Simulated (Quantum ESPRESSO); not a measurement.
Habitual settings against a tight run: CaIn2Au (Cmcm, 8 atoms in the cell)

Self-consistent single point.

```yaml
crystal:
  lattice:
    - [2.25774, 5.33738, 0.00000]
    - [-2.25774, 5.33738, 0.00000]
    - [0.00000, 0.00000, 7.44370]
  atoms:
    - { symbol: Ca, position: [0.07496, 0.07496, 0.75000] }
    - { symbol: Ca, position: [0.92504, 0.92504, 0.25000] }
    - { symbol: In, position: [0.36451, 0.36451, 0.55096] }
    - { symbol: In, position: [0.63549, 0.63549, 0.44904] }
    - { symbol: In, position: [0.63549, 0.63549, 0.05096] }
    - { symbol: In, position: [0.36451, 0.36451, 0.94904] }
    - { symbol: Au, position: [0.78880, 0.78880, 0.75000] }
    - { symbol: Au, position: [0.21120, 0.21120, 0.25000] }
```

Level of theory: PBEsol, GBRV 1.5 ultrasoft (PBESOL) pseudopotentials (plane waves; Quantum ESPRESSO).

Base settings: ecutwfc = 40 Ry; ecutrho = 320 Ry; occupations = smearing; smearing = cold; degauss = 0.0073499 Ry; potentials = {Ca: ca_pbesol_v1.uspp.F.UPF, In: in_pbesol_v1.4.uspp.F.UPF, Au: au_pbesol_v1.uspp.F.UPF}; K_POINTS = automatic 5 5 3 1 1 1; conv_thr = 1e-09 Ry; mixing_beta = 0.4.

Tight run (finer mesh or higher cutoff; not a proven limit): ecutwfc: 40 Ry → 56 Ry; ecutrho: 320 Ry → 448 Ry; conv_thr: 1e-09 Ry → 7.3e-11 Ry; K_POINTS: automatic 5 5 3 1 1 1 → automatic 7 7 5 1 1 1. It gave Fermi level (on the code's own zero) 11.70 eV; pressure 1.83 GPa; largest force (vector length) 0.129 eV/Å.

Quick runs, as changes from the base:
- A: ecutwfc: 40 Ry → 28 Ry; ecutrho: 320 Ry → 224 Ry; degauss: 0.0073499 Ry → 0.0099958 Ry; K_POINTS: automatic 5 5 3 1 1 1 → automatic 4 4 4 1 1 1
- B: ecutwfc: 40 Ry → 20 Ry; ecutrho: 320 Ry → 160 Ry; K_POINTS: automatic 5 5 3 1 1 1 → automatic 4 4 4 1 1 1
- C: ecutwfc: 40 Ry → 24 Ry; ecutrho: 320 Ry → 192 Ry; smearing: cold → fd; degauss: 0.0073499 Ry → 0.019992 Ry; K_POINTS: automatic 5 5 3 1 1 1 → automatic 3 3 3 1 1 1
- D: ecutwfc: 40 Ry → 24 Ry; ecutrho: 320 Ry → 192 Ry; degauss: 0.0073499 Ry → 0.036749 Ry; conv_thr: 1e-09 Ry → 7.3e-06 Ry; pseudopotentials: {Ca: ca_pbesol_v1.uspp.F.UPF, In: in_pbesol_v1.4.uspp.F.UPF, Au: au_pbesol_v1.uspp.F.UPF} → {Ca: ca_lda_v1.uspp.F.UPF, In: in_lda_v1.4.uspp.F.UPF, Au: au_lda_v1.uspp.F.UPF}; K_POINTS: automatic 5 5 3 1 1 1 → automatic 6 6 6 1 1 1 [LDA (PZ)]

Energies are extrapolated to zero smearing width, which holds to low order in the width alone (under cold and Methfessel-Paxton smearing the free energy itself is taken).

Dashes: energy of D, another energy zero; pressure of D, not trusted under this conv_thr with d or f elements.

† marks runs with another functional, U, potentials or spin treatment: their distance from the tight run is not a convergence error alone.

The count of work is k-points × plane waves × bands × iterations; it is no time. Core times come from one kind of shared machine and are given to one figure; runs under 30 s give none.

The starting cell comes from a database of computed structures (which also holds hypothetical and non-ambient phases and stackings), without a prior relaxation at this level. Its lattice was rescaled by a random factor within 2.5 % of one.

| run | energy less tight (meV/atom) | pressure less tight (GPa) | largest miss in a force vector (eV/Å) | count of work / tight | core time / tight (rough) |
|---|---|---|---|---|---|
| A | 224.2 | -13.61 | 0.099 | 0.071 | 0.1 |
| B | 5782.5 | -195.67 | 0.175 | 0.043 | 0.07 |
| C | 1299.3 | -59.41 | 0.117 | 0.038 | 0.08 |
| D† | – | – | 0.028 | 0.099 | 0.1 |

Among the runs at the tight run's level, the energy misses run from 224.2 to 5782.5 meV/atom.

Left out of this page: 1 run of the series outside the window shown, repeating another row's setting, or not comparable.
